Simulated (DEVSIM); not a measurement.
## abrupt Ge p-n junction

System: abrupt Ge p-n junction, at 400 K.

```csv
layer (left to right),material,thickness (μm),Nd (cm⁻³),Na (cm⁻³),τn (s),τp (s)
1,Ge,4.90,-,2.1e15,0.0002,0.0002
2,Ge,16.0,1.2e15,-,0.0002,0.0002
```

Left contact: ohmic. Right contact: ohmic. Voltage is applied to the left contact. Recombination: SRH at mid-gap. Mobility is constant in doping.

Constants are typed, rounded textbook-type inputs, not results; the design itself was drawn at random and stands for no fabricated device. Values at 300 K; Nc and Nv go as T^1.5, mobilities as T to minus their exponent, the gap by Varshni's rule with the affinity fixed.

| parameter | Ge |
|---|---|
| gap (eV) | 0.664 |
| affinity (eV) | 4 |
| permittivity | 16 |
| Nc (cm⁻³) | 1.04e19 |
| Nv (cm⁻³) | 6e18 |
| μn (cm²/Vs) | 3900 |
| μp (cm²/Vs) | 1900 |
| T exponent of μn | 1.66 |
| T exponent of μp | 2.33 |
| Varshni α (eV/K) | 0.000477 |
| Varshni β (K) | 235 |

Simulated with DEVSIM: 1D drift-diffusion, Boltzmann statistics, complete ionisation; no tunnelling, impact ionisation, image-force lowering or self-heating.

| Quantity | Result |
|---|---|
| Potential step across the device at zero bias | 0.038 V |
| Largest field in the device at zero bias | 1900 V/cm |
| Dark forward voltage at 100 A/cm² | 0.179 V |

Dark forward current:

| V (V) | J (A/cm²) |
|---|---|
| 0.05 | 21 |
| 0.10 | 47 |
| 0.15 | 79 |
| 0.20 | 120 |
| 0.30 | 210 |
| 0.35 | 270 |
| 0.40 | 330 |
| 0.45 | 400 |
| 0.50 | 480 |
| 0.55 | 560 |
| 0.65 | 740 |
| 0.70 | 840 |
| 0.75 | 950 |
| 0.80 | 1100 |
| 0.85 | 1200 |
| 0.90 | 1300 |
| 1.00 | 1600 |
| 1.05 | 1700 |
| 1.10 | 1800 |
| 1.15 | 2000 |
